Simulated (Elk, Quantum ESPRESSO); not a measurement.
**Equation of state of zinc-blende BeTe (space group 216): energy against volume (Elk, LDA)**

```xyz
2
Lattice="0.0000 2.7055 2.7055 2.7055 0.0000 2.7055 2.7055 2.7055 0.0000" Properties=species:S:1:pos:R:3 pbc="T T T"
Be     0.0000     0.0000     0.0000
Te     4.0583     4.0583     4.0583
```

Computed with LDA (PW92), all-electron FP-LAPW, Elk's shipped species files, APW+lo basis with extra local orbitals run with Elk. Settings: xctype = 3; rgkmax = 9.12; stype = 3; swidth = 0.000367493 Ha; ngridk = 10 10 10; gmaxvr = 16 1/bohr; nxlo = 2; lorbcnd = true; rmtscf = 0.94; lmaxi = 2; sphere radii = {Be: 1.692, Te: 2.444} bohr. The cell above is the first row's. The rows scale it uniformly. In all rows fractional positions and the k mesh are held. E is the free energy at the stated smearing, counted from the lowest row.

| V (Å^3/atom) | E (meV/atom) |
|---|---|
| 19.804 | ? |
| 20.234 | 13.76 |
| 20.665 | 5.18 |
| 21.095 | 0.74 |
| 21.526 | 0.00 |
| 21.956 | 2.63 |
| 22.387 | 8.29 |
| 22.818 | 16.72 |
| 23.248 | 27.62 |

Fit E of the 8 rows that show it with the third-order Birch-Murnaghan form, a cubic in V^(-2/3). With u = V^(-2/3) - 0.129, the rows have u = 0.005672, 0.003793, 0.001983, 0.000228, -0.001464, -0.003107, -0.004697, -0.006235. Least squares gives E = 0.164 - 842.9·u + 571094·u² + 10936·u³. Residuals (row less fit): 0.002, -0.004, 0.002, -0.002, 0.008, -0.006, -0.001, 0.002; standard error 0.006 (degrees of freedom: 4). Its minimum lies at u = 0.000738, so V0 = (0.129738)^(-3/2) = 21.40. There d²E/du² = 1142000 and d³E/du³ = 65620, so B0 = (4/9) × 21.40^(-7/3) × 1142000 × 0.160218 = 64.0 GPa (the last factor turns the table's units into GPa), and B0' = 4 + (2/3) × 0.129738 × (65620)/1142000 = 4.0.

Predict the withheld E at V = 19.804 from the fit, and compare with the calculation.

u = 0.007615, so E = 0.164 - 842.9 × 0.007615 + 571094 × 0.007615² + 10936 × 0.007615³ = 26.867 meV/atom. The calculation gives 26.87 meV/atom, which the fit meets to the printed digits. The row lies outside the fitted rows, so this is an extrapolation. From the scatter of the fitted rows alone, a prediction at this place has a standard error of 0.016 meV/atom, so the miss is 0.2 times that.

Carrying the step between the two nearest rows on in a straight line would have given 22.32, off by 4.55; series whose last step already gives the withheld value aren't shown. The scan was laid around a cell of about the measured size, scaled by a guess for this functional. The runs keep the symmetry of the cell, so they don't test it for distortions. A plane-wave scan with the same functional (Quantum ESPRESSO, GBRV) gives V0 = 21.50 Å^3/atom and B0 = 64.2 GPa; a Birch-Murnaghan fit to all rows here lies -0.5 % from it in V0 and 0 % in B0; the two differ in basis, and may differ in potentials and mesh. Values depend on the basis (sphere radii, cutoffs, local orbitals), which need not be converged. Spin-orbit coupling is off. Sphere radii are the same in all rows. Cutoffs and mesh are single choices, not tested for convergence of this quantity. Series with a scatter that would blur these digits, or in which a gap closes, are not shown. Nor are scans whose minimum lies at an end fitted in this form.
